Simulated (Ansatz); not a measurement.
A self-consistent single point of the (111) slab of YAl2 (cut from a parent of space group no. 227; 12 atoms in the cell) with Ansatz (a program for electronic structure).

Level of theory: PBEsol, default PAW files made with PBE (plane waves; Ansatz).

```
CELL_PARAMETERS angstrom
      5.53334     0.00000     0.00000
      2.76667     4.79201     0.00000
      0.00000     0.00000    21.34171
ATOMIC_POSITIONS crystal
  Al 0.82224 0.32224 0.32800
  Al 0.48891 0.48891 0.43385
  Al 0.32224 0.32224 0.32800
  Al 0.32224 0.82224 0.32800
  Al 0.15557 0.65557 0.53969
  Al 0.82224 0.82224 0.64554
  Al 0.65557 0.65557 0.53969
  Al 0.65557 0.15557 0.53969
  Y  0.82224 0.82224 0.40739
  Y  0.15557 0.15557 0.46031
  Y  0.15557 0.15557 0.61908
  Y  0.48891 0.48891 0.67200
```

Reference input (self-consistent single point, DFT, PBEsol, plane waves, default PAW files made with PBE): basis.ecutwfc = 420 eV; kpoints.mp_grid.grid = 6 6 1; hamiltonian.xc = pbesol; hamiltonian.pseudopotentials = {kind: paw} (the program's default PAW files); scf.occupations.method = fermi_dirac; scf.occupations.width = 0.1 eV. This run's input differs from it in these lines:

Ansatz 0.2 input:
```diff
@@ -22,3 +22,3 @@
 kpoints:
-  mp_grid: { grid: [6, 6, 1] }
+  mp_grid: { grid: [15, 15, 1] }
 hamiltonian:
```

Log, with long lists cut:

```
SCF iter   1: F=—  HF=-19378.654168 eV  |F-HF|=—  |Δ(HF+E_count)|=         —  Δρ=6.05e-3  dr2=7.50e0  ethr=1.77e-3  ⟨swp⟩=9.5  Hψ=7057  notcnv=0
all-band conjugate gradients solve this SCF's bands
preconditioner: auto → LDOS
SCF iter   2: F=—  HF=-19378.448451 eV  |F-HF|=—  |Δ(HF+E_count)|=   2.06e-1  Δρ=2.06e-3  dr2=1.57e-1  ethr=1.77e-3  ⟨swp⟩=3.0  Hψ=1697  notcnv=0
   [... lines left out ...]
SCF iter   6: F=—  HF=-19378.443611 eV  |F-HF|=—  |Δ(HF+E_count)|=   3.93e-6  Δρ=3.75e-5  dr2=2.46e-5  ethr=1.79e-7  ⟨swp⟩=2.0  Hψ=2008  notcnv=0
SCF iter   7: F=—  HF=-19378.443809 eV  |F-HF|=—  |Δ(HF+E_count)|=   1.98e-4  Δρ=1.34e-5  dr2=3.20e-6  ethr=3.61e-8  ⟨swp⟩=2.0  Hψ=2082  notcnv=0
SCF iter   8: F=—  HF=-19378.443809 eV  |F-HF|=—  |Δ(HF+E_count)|=   1.67e-7  Δρ=4.47e-6  dr2=3.31e-7  ethr=4.71e-9  ⟨swp⟩=2.1  Hψ=1779  notcnv=0
SCF iter   9: F=-19378.443809 eV  HF=-19378.443809 eV  |F-HF|=1.16e-8  |Δ(HF+E_count)|=   1.09e-8  Δρ=1.36e-6  dr2=2.45e-8  ethr=1.47e-10  ⟨swp⟩=11.9  Hψ=5840  notcnv=0
SCF 1 converged in 9 iterations: F = -19378.443809 eV  dr2 = 2.45e-8
Free energy (F): -19378.443809 eV
Internal energy: -19378.120175 eV  (E = F + TS)
E sigma→0 (E₀):  -19378.281992 eV
Entropy (-TS):   -0.323634 eV (-26.969 meV/atom)
Fermi energy:    1.875198 eV
--- Forces (eV/Å), atoms counted from 1 ---
  atom   1  Al     0.18558855    -0.10714960     0.25277966
  atom   2  Al    -0.00000000    -0.00000000    -0.18798242
  atom   3  Al    -0.18558855    -0.10714960     0.25277966
  atom   4  Al     0.00000000     0.21429920     0.25277966
  atom   5  Al     0.02102222    -0.01213718     0.14136888
  atom   6  Al     0.00000000    -0.00000000     0.60556764
  atom   7  Al    -0.02102222    -0.01213718     0.14136888
  atom   8  Al     0.00000000     0.02427436     0.14136888
   [... lines left out ...]
  atom  12  Y     -0.00000000     0.00000000    -0.51996502
--- Stress (GPa, compression-positive) ---
       -1.641516       0.000000      -0.000000
       -0.000000      -1.641516       0.000000
       -0.000000       0.000000      -0.491291
  P = ⅓ Tr σ = -1.2581 GPa (-12.581 kbar)
  The stress holds the Pulay correction. Without it, at fixed plane waves, as pw.x and ABINIT print it: P = -1.2726 GPa
```

The run converged in 9 iterations. Against the reference run the free energy stays essentially unchanged (within 1 meV/atom) and the largest force goes from 0.865 to 0.881 eV/Å.

The starting cell comes from a database of computed structures (which also holds hypothetical and non-ambient phases and stackings), without a prior relaxation at this level. The slab is cut from that crystal, and its faces are unrelaxed. Its lattice was rescaled by up to half a per cent. The two faces of this cut differ, and no dipole correction was used.

Cost on one core of a shared machine: roughly 70 s.
